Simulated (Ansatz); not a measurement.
Charge-transition levels above the valence-band maximum in corundum (eV), each at one geometry relaxed with PBE and evaluated in Ansatz (a quantum-chemistry and plane-wave program) with PBE, r2SCAN. Host gaps: PBE 5.85 eV, r2SCAN 6.73 eV. Set-up: 120-site cell; 2×2×2 Γ-centred k-points; charged states image-corrected; no Hubbard U; corrections pass 1 eV, so highly charged states may be off by several tenths; flagged in the runs: for some of the defects a doubtful potential alignment, a host whose relaxation on this sampling wasn't shown to rest, a strain field that reaches the edge of the cell.

```tsv
defect	x: PBE (eV)	y: r2SCAN (eV)
Al vacancy + 3 H (+1/0)	0.15	0.28
O interstitial [started at void with 3O nearest, no. 2] (+1/0)	0.33	0.47
Al vacancy + O vacancy [started at the Al site; O 1.99 Å away] (0/−1)	0.98	1.06
Ni on the Al site (+1/0)	1.27	1.22
N on the O site (0/−1)	1.73	2.18
Si interstitial (+3/+2)	3.01	3.52
Cr on the Al site (0/−1)	5.06	5.32
Ag interstitial (+1/0)	5.27	5.88
Co on the Al site (+1/0)	0.79	?
```

Fit a straight line to the 8 complete rows and predict the last.

Means: x = 2.225, y = 2.491; Sxx = 28.529, Sxy = 30.714. Slope 30.714 / 28.529 = 1.08, intercept 2.491 − 1.08 × 2.225 = 0.09 eV; the rows scatter by 0.19 eV about the line, and R² = 0.99. Prediction: 0.09 + 1.08 × 0.79 = 0.94 eV. The calculation gave 0.78 eV, 0.16 eV below the line, within its scatter.
